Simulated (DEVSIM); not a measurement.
System: Cr/SiO2/p-GaSb capacitor, at 300 K.

```csv
layer (left to right),material,thickness (nm),Na (cm⁻³)
1,SiO2,7.70,-
2,GaSb,460,1.7e18
```

Metal gate on the left, work function 4.5 eV. Fixed charge at the semiconductor interface 0 cm⁻² (in units of +e); no interface traps.

Constants are typed, rounded textbook-type inputs, not results; the design itself was drawn at random and stands for no fabricated device. Values at 300 K.

```
parameter      SiO2    GaSb
-------------  ----  ------
gap (eV)          9   0.726
affinity (eV)   0.9    4.06
permittivity    3.9    15.7
Nc (cm⁻³)         -  2.1e17
Nv (cm⁻³)         -  1.8e19
```

DEVSIM, 1D Poisson equation in equilibrium, Boltzmann statistics, complete ionisation; no quantum confinement or tunnelling. Metal contacts follow the ideal Schottky-Mott rule: no Fermi-level pinning, no interface dipoles.

Problem. Tabulate band edges, carrier densities and field at 1.2 V on the gate.

Solution. Energies count from the Fermi level of the right contact; mesh points crowd at the junctions.

```json
[
 {"x (μm)": "0.000", "Ec (eV)": "2.400", "Ev (eV)": "-6.600", "n (cm⁻³)": "< 1e2", "p (cm⁻³)": "< 1e2", "field (V/cm)": "1400000"},
 {"x (μm)": "0.0008854", "Ec (eV)": "2.525", "Ev (eV)": "-6.475", "n (cm⁻³)": "< 1e2", "p (cm⁻³)": "< 1e2", "field (V/cm)": "1400000"},
 {"x (μm)": "0.002236", "Ec (eV)": "2.716", "Ev (eV)": "-6.284", "n (cm⁻³)": "< 1e2", "p (cm⁻³)": "< 1e2", "field (V/cm)": "1400000"},
 {"x (μm)": "0.004226", "Ec (eV)": "2.997", "Ev (eV)": "-6.003", "n (cm⁻³)": "< 1e2", "p (cm⁻³)": "< 1e2", "field (V/cm)": "1400000"},
 {"x (μm)": "0.006447", "Ec (eV)": "3.310", "Ev (eV)": "-5.690", "n (cm⁻³)": "< 1e2", "p (cm⁻³)": "< 1e2", "field (V/cm)": "1400000"},
 {"x (μm)": "0.007459", "Ec (eV)": "3.453", "Ev (eV)": "-5.547", "n (cm⁻³)": "< 1e2", "p (cm⁻³)": "< 1e2", "field (V/cm)": "1400000"},
 {"x (μm)": "0.008342", "Ec (eV)": "0.348", "Ev (eV)": "-0.378", "n (cm⁻³)": "3.0e11", "p (cm⁻³)": "8.0e12", "field (V/cm)": "340000"},
 {"x (μm)": "0.01060", "Ec (eV)": "0.419", "Ev (eV)": "-0.307", "n (cm⁻³)": "1.9e10", "p (cm⁻³)": "1.3e14", "field (V/cm)": "290000"},
 {"x (μm)": "0.01399", "Ec (eV)": "0.507", "Ev (eV)": "-0.219", "n (cm⁻³)": "6.3e8", "p (cm⁻³)": "3.8e15", "field (V/cm)": "230000"},
 {"x (μm)": "0.02021", "Ec (eV)": "0.612", "Ev (eV)": "-0.114", "n (cm⁻³)": "1.1e7", "p (cm⁻³)": "2.2e17", "field (V/cm)": "110000"},
 {"x (μm)": "0.03163", "Ec (eV)": "0.662", "Ev (eV)": "-0.064", "n (cm⁻³)": "1600000", "p (cm⁻³)": "1.5e18", "field (V/cm)": "8600"},
 {"x (μm)": "0.06293", "Ec (eV)": "0.665", "Ev (eV)": "-0.061", "n (cm⁻³)": "1400000", "p (cm⁻³)": "1.7e18", "field (V/cm)": "≈ 0"},
 {"x (μm)": "0.1100", "Ec (eV)": "0.665", "Ev (eV)": "-0.061", "n (cm⁻³)": "1400000", "p (cm⁻³)": "1.7e18", "field (V/cm)": "≈ 0"},
 {"x (μm)": "0.1964", "Ec (eV)": "0.665", "Ev (eV)": "-0.061", "n (cm⁻³)": "1400000", "p (cm⁻³)": "1.7e18", "field (V/cm)": "≈ 0"},
 {"x (μm)": "0.3429", "Ec (eV)": "0.665", "Ev (eV)": "-0.061", "n (cm⁻³)": "1400000", "p (cm⁻³)": "1.7e18", "field (V/cm)": "≈ 0"},
 {"x (μm)": "0.4002", "Ec (eV)": "0.665", "Ev (eV)": "-0.061", "n (cm⁻³)": "1400000", "p (cm⁻³)": "1.7e18", "field (V/cm)": "≈ 0"},
 {"x (μm)": "0.4327", "Ec (eV)": "0.665", "Ev (eV)": "-0.061", "n (cm⁻³)": "1400000", "p (cm⁻³)": "1.7e18", "field (V/cm)": "≈ 0"},
 {"x (μm)": "0.4492", "Ec (eV)": "0.665", "Ev (eV)": "-0.061", "n (cm⁻³)": "1400000", "p (cm⁻³)": "1.7e18", "field (V/cm)": "≈ 0"},
 {"x (μm)": "0.4601", "Ec (eV)": "0.665", "Ev (eV)": "-0.061", "n (cm⁻³)": "1400000", "p (cm⁻³)": "1.7e18", "field (V/cm)": "≈ 0"},
 {"x (μm)": "0.4641", "Ec (eV)": "0.665", "Ev (eV)": "-0.061", "n (cm⁻³)": "1400000", "p (cm⁻³)": "1.7e18", "field (V/cm)": "≈ 0"},
 {"x (μm)": "0.4663", "Ec (eV)": "0.665", "Ev (eV)": "-0.061", "n (cm⁻³)": "1400000", "p (cm⁻³)": "1.7e18", "field (V/cm)": "≈ 0"},
 {"x (μm)": "0.4677", "Ec (eV)": "0.665", "Ev (eV)": "-0.061", "n (cm⁻³)": "1400000", "p (cm⁻³)": "1.7e18", "field (V/cm)": "≈ 0"}
]
```
